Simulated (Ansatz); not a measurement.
RuIr (model structure, started from the CuAu type, P4/mmm, No. 123, 2 atoms in the cell), treated with PBEsol (Ansatz, a quantum-chemistry and plane-wave program, PAW).

Numerical settings: plane-wave cutoff 520 eV, 20×20×16 k mesh (along the axes of the cell as run), Fermi–Dirac smearing 0.05 eV, no spin polarisation, scalar-relativistic PAW data made under PBE.

Cell (relaxed at this level):

IrRu has the tetragonal space group P4/mmm (No. 123), Pearson symbol tP2. Lattice parameters: a = b = 2.682 Å, c = 3.804 Å, α = β = γ = 90.00°. Ru on 1d is coordinated by 4 Ru at 2.682 Å and 8 Ir at 2.686 Å (cuboctahedral). Ir on 1a is surrounded by 4 Ir at 2.682 Å and 8 Ru at 2.686 Å (cuboctahedral). (Neighbours: up to the widest gap in distance over summed covalent radii, below 1.35, at either atom.)

**Question.** What does this level give for the bulk modulus?

**Answer.** 
* **bulk modulus**: 368 GPa

Note: the run has no spin polarisation, so it can have missed a magnetic state; the bulk modulus is −V dP/dV from two relaxed cells at ±2 % in volume; the relaxation could raise the start's symmetry but not lower it, so the cell can be a saddle point.

Spin–orbit coupling is not included.

Computed values are for the static lattice.

It cost around 3 core-minutes (rough) of CPU time.

A model structure was made by putting elements into a prototype or built by hand; it is no filed structure, need not be a known phase, and can be a saddle point held by its symmetry.
